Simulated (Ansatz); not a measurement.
Base system: GaN in the zinc blende structure (space group F-43m, No. 216; a = 4.498 Å).

Computed with DFT with r2SCAN, PAW potentials and a 500 eV plane-wave cutoff in Ansatz (a first-principles code), no SOC, earlier PAW set.

Now apply this change: full substitution N → Sb; the structure is relaxed again.

Measured lattice parameter a: GaN 4.5 Å (room temperature; as listed in I. Vurgaftman, J. R. Meyer, L. R. Ram-Mohan, Journal of Applied Physics (2001)); GaSb 6.0959 Å (room temperature; as listed in I. Vurgaftman, J. R. Meyer, L. R. Ram-Mohan, Journal of Applied Physics (2001)).

### Question
How well does r2SCAN reproduce the measured shift?

### Answer
With r2SCAN the lattice parameter a moves by +1.635 Å (4.498 → 6.133) against +1.596 Å measured.

Whether these cells are dynamically stable was not tested. This is not the structure that GaN has at room temperature and ambient pressure.
